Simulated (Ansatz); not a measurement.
The starting structures come from a database of crystals and need not be the phases stable at ambient conditions.

## Evanescent states of CsCa2Ta3O10 (P4/mmm, not sure to be the ambient phase, 16 atoms a cell, 15.1 Å³ an atom, -5 GPa at this level) along the normal of (100)

Method: r2SCAN (plane waves, PAW; Ansatz, an electronic-structure program).

The gap is the functional's own, uncorrected, and κ follows it; spin-orbit coupling is left out. Mid-gap values are interpolated between the computed energies.

Energies count from the valence-band top; κ is the least over a 8×2 mesh across the current.

```
E (eV)  κ (1/Å)  where
------  -------  -----
0.07      0.121  off Γ
0.20      0.209  off Γ
0.33      0.239      Γ
0.46      0.248      Γ
0.58      0.256      Γ
0.71      0.262      Γ
0.84      0.269      Γ
0.97      0.274      Γ
1.10      0.279      Γ
1.24      0.276      Γ
1.36      0.268      Γ
1.50      0.259      Γ
1.62      0.248      Γ
1.75      0.236      Γ
1.89      0.221      Γ
2.02      0.205      Γ
2.15      0.185      Γ
2.27      0.161      Γ
2.40      0.131      Γ
2.54      0.089      Γ
```

Problem. How thick must the barrier be to attenuate the transmission by 10^4 when the electrodes' Fermi level lies at 1.62 eV, and what attenuation does that film give at 1.75 eV?

Solution. d = 4 ln 10 / (2 × 0.248) = 18.6 Å. At 1.75 eV it gives 4 × 0.236/0.248 = 3.8 decades.
